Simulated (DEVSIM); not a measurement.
Device: abrupt Si p-n junction, at 300 K.

```tsv
layer (left to right)	material	thickness (μm)	Nd (cm⁻³)	Na (cm⁻³)	τn (s)	τp (s)
1	Si	0.660	-	2.1e18	0.00011	0.00011
2	Si	4.60	8.7e16	-	0.00011	0.00011
```

Left contact: ohmic. Right contact: ohmic. Voltage is applied to the left contact. Recombination: SRH at mid-gap, Auger. Mobility is constant in doping.

This is a model device: material constants are rounded textbook-type values typed into the input, and sizes, dopings and lifetimes were drawn at random. Values at 300 K.

| parameter | Si |
|---|---|
| gap (eV) | 1.124 |
| affinity (eV) | 4.05 |
| permittivity | 11.7 |
| Nc (cm⁻³) | 2.86e19 |
| Nv (cm⁻³) | 3.1e19 |
| μn (cm²/Vs) | 1417 |
| μp (cm²/Vs) | 470 |
| Cn (cm⁶/s) | 2.8e-31 |
| Cp (cm⁶/s) | 9.9e-32 |

DEVSIM, 1D drift-diffusion, Boltzmann statistics, complete ionisation; no tunnelling, impact ionisation, image-force lowering or self-heating.

Q: Tabulate band edges, carrier densities and field at 0.9 V on the left contact.

A: Energies count from the Fermi level of the right contact; mesh points crowd at the junctions.

```csv
x (μm),Ec (eV),Ev (eV),n (cm⁻³),p (cm⁻³),field (V/cm)
0.000,0.154,-0.970,< 1e2,2.1e18,15
0.02157,0.154,-0.970,8.5e14,2.1e18,15
0.06104,0.154,-0.970,2.4e15,2.1e18,15
0.1333,0.155,-0.969,5.2e15,2.1e18,15
0.3262,0.155,-0.969,1.3e16,2.1e18,15
0.4840,0.155,-0.969,1.9e16,2.1e18,15
0.5756,0.155,-0.969,2.2e16,2.1e18,15
0.6361,0.155,-0.969,2.5e16,2.1e18,≈ 0
0.6587,0.140,-0.984,4.6e16,1.2e18,-51000
0.6784,0.095,-1.029,2.6e17,2.1e17,-2900
0.7172,0.094,-1.030,2.8e17,1.9e17,62
0.8261,0.094,-1.030,2.7e17,1.9e17,68
0.9989,0.096,-1.028,2.7e17,1.8e17,70
1.329,0.098,-1.026,2.6e17,1.7e17,73
2.254,0.105,-1.019,2.3e17,1.4e17,86
3.532,0.118,-1.006,1.8e17,9.0e16,120
4.366,0.129,-0.995,1.4e17,5.3e16,160
4.803,0.138,-0.986,1.2e17,3.0e16,210
5.078,0.144,-0.980,1.0e17,1.3e16,280
5.176,0.147,-0.977,9.3e16,6.5e15,310
5.228,0.149,-0.975,9.0e16,2.6e15,340
5.260,0.150,-0.974,8.7e16,1300,350
```
